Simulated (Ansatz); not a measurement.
Where the default PAW files enter, the runs use the earlier of Ansatz's two default sets.

Given:

```yaml
crystal:
  lattice:
    - [3.93078, 0.00000, 0.00000]
    - [0.00000, 6.11195, 0.00000]
    - [1.96539, 0.00000, 3.40416]
  atoms:
    - { symbol: La, position: [0.66667, 0.24624, 0.66667] }
    - { symbol: La, position: [0.33333, 0.75376, 0.33333] }
    - { symbol: O, position: [0.66667, 0.64589, 0.66667] }
    - { symbol: O, position: [0.33333, 0.35411, 0.33333] }
    - { symbol: O, position: [0.00000, 0.00000, 0.00000] }
```

Space group of this cell: P-3m1. The cell is taken as given; by r2SCAN its mean pressure is 0.6 GPa.

These are r2SCAN (plane waves, PAW; Ansatz, an electronic-structure program) values and carry that method's errors.

The current runs along the normal of the first two printed vectors; no spin-orbit coupling. Scaled by the factor s: the length along the current (ions clamped). Meshes 10×6×10 and 8×6 across the current in all rows.

```json
[
 {"s": "0.97", "mean pressure (GPa)": "5.7", "band gap (eV)": "?"},
 {"s": "1.00", "mean pressure (GPa)": "0.6", "band gap (eV)": "4.26"},
 {"s": "1.03", "mean pressure (GPa)": "-3.5", "band gap (eV)": "4.17"}
]
```

### Question
Take the slope of the band gap against ln s from the two given rows, extrapolate to s = 0.97, and say what the run there gives.

### Answer
Slope = (4.17 − 4.26) / ln 1.03 = -3.04 eV. The line gives 4.26 + (-3.04) × ln 0.97 = 4.35 eV. The run gives 4.28 eV, 0.07 eV under the line, 78 % of the predicted step.
